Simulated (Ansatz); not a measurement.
The starting structures come from a database of crystals and need not be the phases stable at ambient conditions.

Tunnelling through a barrier is set by its complex band structure: the current falls as exp(−2κd) with the smallest κ.

Here is the system:

```yaml
crystal:
  lattice:
    - [4.45984, 0.00000, 0.00000]
    - [-2.22992, 8.57724, 0.00000]
    - [0.00000, 0.00000, 11.79406]
  atoms:
    - { symbol: Cs, position: [0.25500, 0.51000, 0.25000] }
    - { symbol: Cs, position: [0.74500, 0.49000, 0.75000] }
    - { symbol: Y, position: [0.00000, 0.00000, 0.50000] }
    - { symbol: Y, position: [0.00000, 0.00000, 0.00000] }
    - { symbol: Zn, position: [0.53984, 0.07968, 0.25000] }
    - { symbol: Zn, position: [0.46016, 0.92032, 0.75000] }
    - { symbol: Te, position: [0.62089, 0.24178, 0.44263] }
    - { symbol: Te, position: [0.37911, 0.75822, 0.55737] }
    - { symbol: Te, position: [0.37911, 0.75822, 0.94263] }
    - { symbol: Te, position: [0.62089, 0.24178, 0.05737] }
    - { symbol: Te, position: [0.94215, 0.88430, 0.25000] }
    - { symbol: Te, position: [0.05785, 0.11570, 0.75000] }
```

Space group of this cell: Cmcm. The cell is taken as given; by r2SCAN its mean pressure is -0.9 GPa.

Transport runs along the normal of the first two printed cell vectors.

The gap is the functional's own. No spin-orbit coupling. Mid-gap values are interpolated on the energy grid.

Q: Compute, with r2SCAN in Ansatz (a first-principles code), the band gap and the smallest decay constant κ at mid-gap.

A: Gap 1.82 eV on a 8×8×4 mesh; κ = 0.159 1/Å, at the zone centre.
